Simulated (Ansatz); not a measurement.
# HgTe, response to strain

Take HgTe in the zinc blende structure (space group F-43m, No. 216; a = 6.5728 Å) as the base.

Strains are applied to the cell and any free atomic positions relax.

Level of theory: Ansatz (a quantum-chemistry and plane-wave program) r2SCAN, scalar-relativistic without spin-orbit coupling.

Notes on the quantities. energy relative to the base: free energy F.

```tsv
change	pressure	volume per atom	energy relative to the base
base	0.0 GPa	35.49 Å³	0 meV/atom
isotropic strain −3.00 %	4.6 GPa	32.39 Å³	+41 meV/atom
isotropic strain −2.50 %	___	32.90 Å³	___
isotropic strain −2.00 %	2.8 GPa	33.41 Å³	+17 meV/atom
isotropic strain −1.50 %	2.0 GPa	33.92 Å³	+9.6 meV/atom
isotropic strain −1.00 %	1.3 GPa	34.44 Å³	+4.2 meV/atom
isotropic strain −0.50 %	0.6 GPa	34.96 Å³	+1.0 meV/atom
```

Fill in the withheld entries from the trend.


- isotropic strain −2.50 %, pressure: 3.7 GPa
- isotropic strain −2.50 %, energy relative to the base: +28 meV/atom

Whether these cells are dynamically stable was not tested. The final runs are not spin-polarised.
